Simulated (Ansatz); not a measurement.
The starting structures come from a database of crystals and need not be the phases stable at ambient conditions.

 Where the default PAW files enter, the runs use the earlier of Ansatz's two default sets.

# Evanescent states of MgCdTe2 (P-4m2, not sure to be the ambient phase, 4 atoms a cell, 34.5 Å³ an atom) along the normal of (100)

Calculation: PBEsol (plane waves, PAW; Ansatz, a program for electronic structure).

No gap correction and no spin-orbit coupling; mid-gap values are interpolated between computed energies.

Energies count from the valence-band top; κ is the least over a 8×6 mesh across the current.

| E (eV) | κ (1/Å) | where |
|---|---|---|
| 0.04 | 0.033 | Γ |
| 0.12 | 0.055 | Γ |
| 0.20 | 0.068 | Γ |
| 0.28 | 0.078 | Γ |
| 0.36 | 0.085 | Γ |
| 0.44 | 0.090 | Γ |
| 0.52 | 0.093 | Γ |
| 0.60 | 0.096 | Γ |
| 0.68 | 0.096 | Γ |
| 0.76 | 0.096 | Γ |
| 0.84 | 0.094 | Γ |
| 0.92 | 0.090 | Γ |
| 1.00 | 0.085 | Γ |
| 1.08 | 0.078 | Γ |
| 1.16 | 0.068 | Γ |
| 1.24 | 0.053 | Γ |
| 1.32 | 0.027 | Γ |

**Question.** How thick must the barrier be to attenuate the transmission by 10^8 when the electrodes' Fermi level lies at 0.44 eV, and what attenuation does that film give at 0.36 eV?

**Answer.** d = 8 ln 10 / (2 × 0.090) = 102.3 Å. At 0.36 eV it gives 8 × 0.085/0.090 = 7.6 decades.
